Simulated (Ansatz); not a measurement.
TiAl₂ (model structure, started from the RuAl2 type, Fddd, No. 70, 6 atoms in the cell) was calculated with r²SCAN (Ansatz, an electronic-structure program, PAW).

Run with plane-wave cutoff 560 eV, 14×14×14 k mesh, Fermi–Dirac smearing 0.05 eV, no spin polarisation, scalar-relativistic PAW data made under PBE.

Cell (relaxed at this level):

```cif
data_Al4Ti2
_chemical_formula_sum 'Al4 Ti2'
_space_group_name_H-M_alt 'P 1'
_space_group_IT_number 1
_cell_length_a 6.19347
_cell_length_b 5.31639
_cell_length_c 4.84360
_cell_angle_alpha 74.959
_cell_angle_beta 55.994
_cell_angle_gamma 49.048
loop_
_space_group_symop_operation_xyz
  'x, y, z'
loop_
_atom_site_label
_atom_site_type_symbol
_atom_site_fract_x
_atom_site_fract_y
_atom_site_fract_z
_atom_site_occupancy
Al1 Al 0.08358 0.41642 0.08358 1
Al2 Al 0.41642 0.08358 0.41642 1
Al3 Al 0.16642 0.83358 0.16642 1
Al4 Al 0.83358 0.16642 0.83358 1
Ti1 Ti 0.75000 0.75000 0.75000 1
Ti2 Ti 0.50000 0.50000 0.50000 1
```

### Question
Give the computed bulk modulus B0.

### Answer

- bulk modulus B0 = 104 GPa

Note: the run has no spin polarisation, so it can have missed a magnetic state; the bulk modulus is −V dP/dV from two relaxed cells at ±2 % in volume; the relaxation could raise the start's symmetry but not lower it, so the cell can be a saddle point.

Computed values are for the static lattice.

A model structure was made by putting elements into a prototype or built by hand; it is no filed structure, need not be a known phase, and can be a saddle point held by its symmetry.
